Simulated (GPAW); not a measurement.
GPAW run on As (R-3m, 2 atoms in the cell): self-consistent single point.

Method: PBEsol, GPAW PAW datasets PBEsol (made by gpaw-setup) (plane waves; GPAW).

```
As
1.0
    3.68036    -1.88000     0.00000
    3.68036     1.88000     0.00000
    2.72002     0.00000     3.11142
As
2
Direct
  0.22700   0.22700   0.22700
  0.77300   0.77300   0.77300
```

Reference input (self-consistent single point, DFT PBE, plane waves, GPAW PAW datasets PBE (gpaw-data 1.0.1)): mode = pw; ecut = 550 eV; xc = PBE; kpts = 7 7 7; mesh shift (steps) = 0 0 0; occupations.name = fermi-dirac; occupations.width = 0.05 eV; nbands = -8; convergence.forces = 0.001 eV/Å; symmetry.symmorphic = false; symmetry.tolerance = 0.0005; maxiter = 120. This run's input differs from it in these lines:

```diff
@@ -13,3 +13,3 @@
 calc = GPAW(mode=PW(550),
-            xc='PBE',
+            xc='PBEsol',
             kpts=(7, 7, 7),
```

Its files differ too (potentials: GPAW PAW datasets PBEsol (made by gpaw-setup)).

Output (repeated stretches shortened):

```
     iter     time        total  log10-change:
                         energy   eigst   dens  force
iter:   1 --:--:--   -10.233243
iter:   2 --:--:--   -10.232690   -2.99  -1.16
iter:   3 --:--:--   -10.213260   -3.16  -1.18
iter:   4 --:--:--   -10.213295   -4.59  -2.23
iter:   5 --:--:--   -10.212962c  -5.16  -2.33
iter:   6 --:--:--   -10.212951c  -5.98  -2.74
iter:   7 --:--:--   -10.212941c  -6.45  -3.06
iter:   8 --:--:--   -10.212942c  -7.85c -3.58
iter:   9 --:--:--   -10.212942c  -7.64c -3.75
iter:  10 --:--:--   -10.212942c  -8.48c -4.13c
iter:  11 --:--:--   -10.212942c -10.06c -5.14c -4.07c
Converged after 11 iterations.

Dipole moment: (0.000000, -0.000000, -0.000000) |e|*Ang

Energy contributions relative to reference atoms: (reference = -122918.886158)

Kinetic:        +16.900545
Potential:      -16.634130
External:        +0.000000
XC:             -10.455909
Entropy (-ST):   -0.002447
Local:           -0.022225
SIC:             +0.000000
--------------------------
Free energy:    -10.214165
Extrapolated:   -10.212942

Showing only first 2 kpts
 Kpt  Band  Eigenvalues  Occupancy
  0     3      4.89884    2.00000
  0     4      4.89884    2.00000
  0     5      8.55962    0.00000
  0     6      9.80314    0.00000

  1     3      4.89635    2.00000
  1     4      4.99626    2.00000
  1     5      8.01729    0.00000
  1     6      8.58986    0.00000

Fermi level: 6.87219

No gap
No difference between direct/indirect transitions
Energy (eV): -10.212942

Forces in eV/Ang:
  0 As    0.18511    0.00000    0.05713
  1 As   -0.18511   -0.00000   -0.05713

Stress tensor:
     0.005618     0.000000     0.002441
     0.000000    -0.002291     0.000000
     0.002441     0.000000    -0.001538
Stress (GPa, Voigt): [ 0.9    -0.3671 -0.2464  0.      0.3911  0.    ]
```

The run converged in 11 iterations. GPAW prints stress with tension positive. Against the reference run the pressure goes from 3.32 to -0.10 GPa and the largest force goes from 0.245 to 0.194 eV/Å.

The starting cell has typed, rounded lattice constants, without a prior relaxation at this level.
